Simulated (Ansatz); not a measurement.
The parent structure is WC (space group P-6m2, No. 187; a = 2.8991 Å, c = 2.8268 Å; relaxed with 0.1 eV smearing). Axes: x lies along a and z along c of the hexagonal cell.

Calculations: PBEsol in Ansatz (plane waves to 420 eV, PAW, no spin-orbit coupling).

For the base:

| Quantity | Result |
|---|---|
| Pressure | 0.0 GPa |
| Shortest interatomic distance | 2.191 Å |
| Band gap | zero |

Modification: uniaxial strain ε_zz = −0.50 %, all other strain components held at zero, atoms relaxed at fixed cell.

Estimate the effect on the pressure.

The pressure (mean of the normal stresses, compression positive) goes from zero to 2.3 GPa.

How does this affect the energy relative to the base?

The energy increases by 0.8 meV/atom.

What does the calculation give for the shortest interatomic distance after the change?

The shortest interatomic distance drops by 0.005 Å to 2.186 Å.

What happens to the band gap?

The band gap remains zero.

No phonon test of stability was made. The final runs are not spin-polarised.

Ansatz is a first-principles code.
